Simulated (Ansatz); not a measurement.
The parent structure is SiC (space group P6_3mc, No. 186; a = 3.078 Å, c = 10.076 Å).

One thing is altered: a negative pressure, −1 GPa.

Levels (all Ansatz, an electronic-structure program, PAW, earlier PAW set): PBEsol (420 eV, without spin-orbit coupling); r2SCAN (500 eV, scalar-relativistic without spin-orbit coupling); HSE06 (420 eV, no spin-orbit coupling); PBEsol+SOC (420 eV, with spin-orbit coupling).

One geometry, relaxed with PBEsol, under each level:

The valence-band top lists the three highest levels at Γ (Kramers pairs under SOC), from the VBM.

```json
[
 {"level": "PBEsol", "band gap": "2.12 eV", "lowest conduction level above the VBM at special points": "M 2.12 eV; L 2.53 eV; H 3.12 eV; K 3.86 eV", "valence-band top at Γ": "0.00, 0.00, -0.05 eV", "pressure": "-9.9 kbar"},
 {"level": "r2SCAN", "band gap": "2.59 eV", "lowest conduction level above the VBM at special points": "M 2.59 eV; L 3.03 eV; H 3.67 eV; K 4.42 eV", "valence-band top at Γ": "–", "pressure": "-10.4 kbar"},
 {"level": "HSE06", "band gap": "3.14 eV", "lowest conduction level above the VBM at special points": "M 3.14 eV; L 3.57 eV; H 4.21 eV; Γ 6.22 eV", "valence-band top at Γ": "–", "pressure": "–"},
 {"level": "PBEsol+SOC", "band gap": "2.11 eV", "lowest conduction level above the VBM at special points": "M 2.11 eV; L 2.53 eV; H 3.11 eV; K 3.85 eV", "valence-band top at Γ": "0.00, -0.01, -0.06 eV", "pressure": "-9.9 kbar"}
]
```

Single points use the geometry relaxed with PBEsol. Their cutoffs differ, which shifts pressures a little. HSE06 was sampled on its mesh, a few special points and the semilocal edge points, so its gap is an upper bound. The spin-orbit shifts are approximate. Load acts through the strain it causes; cell and atoms are relaxed under it. Whether these cells are dynamically stable was not tested.
